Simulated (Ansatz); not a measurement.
Take PbSe in the rock salt structure (space group Fm-3m, No. 225; a = 6.1780 Å) as the base. Axes: x, y, z lie along the cube axes.

Structures relaxed with r2SCAN, PAW, 500 eV (Ansatz, an electronic-structure program; scalar-relativistic without spin-orbit coupling).

Base:

Simulated powder pattern, Cu Kα1, λ = 1.54056 Å (kinematic, ideal powder, no thermal factors, no anomalous dispersion; the 14 strongest lines at most, above 2 %, up to 2θ = 90°):

| 2θ (°) | I/Imax (%) | hkl |
|---|---|---|
| 24.94 | 36 | (111) |
| 28.88 | 100 | (200) |
| 41.30 | 77 | (220) |
| 48.85 | 19 | (311) |
| 51.18 | 28 | (222) |
| 59.83 | 13 | (400) |
| 65.84 | 8.3 | (331) |
| 67.78 | 37 | (420) |
| 75.30 | 27 | (422) |
| 80.76 | 6.5 | (333) |
| 89.71 | 9.2 | (440) |

Perturbation: biaxial strain −1.50 %, plane normal [001], relaxed out of plane (Cartesian); in-plane vectors clamped, the third vector and the atoms free.

After the change:

Simulated powder pattern, Cu Kα1, λ = 1.54056 Å (kinematic, ideal powder, no thermal factors, no anomalous dispersion; the 14 strongest lines at most, above 2 %, up to 2θ = 90°):

```
2θ (°)  I/Imax (%)    hkl
------  ----------  -----
25.18           54  (111)
28.79           52  (002)
29.33          100  (200)
41.56           79  (202)
41.96           38  (220)
48.87           10  (113)
49.56           19  (311)
51.68           42  (222)
60.84           13  (400)
67.83           19  (204)
68.67           18  (402)
68.95           18  (420)
75.57           14  (224)
76.38           27  (422)
```

The indices refer to the base's conventional cell; one index is shown for lines that coincide. The space group is now I4/mmm (No. 139).

Stability against distortions was not tested.
